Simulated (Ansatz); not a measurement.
Antifluorite Be2C, treated with PBE-D4 (Ansatz, a quantum-chemistry and plane-wave program, PAW).

Settings: plane-wave cutoff 500 eV, 12×12×12 k mesh, gaussian smearing 0.02 eV, scalar-relativistic PAW data made under PBE.

Cell (relaxed at this level):

Space group Fm-3m (No. 225); a = 4.302 Å, b = 4.302 Å, c = 4.302 Å, α = 90.00°, β = 90.00°, γ = 90.00°

```
atom  site  symmetry       x       y       z
----  ----  --------  ------  ------  ------
Be      8c      -43m  0.2500  0.2500  0.2500
C       4a      m-3m  0.0000  0.0000  0.0000
```
(The calculation used a cell of 3 atoms; values per cell refer to that cell.)

Problem. Estimate the band gap that the calculation returns.

Solution. 
band gap: 1.18 eV (on the SCF k mesh)

The computed numbers hold no vibrational or temperature effects.
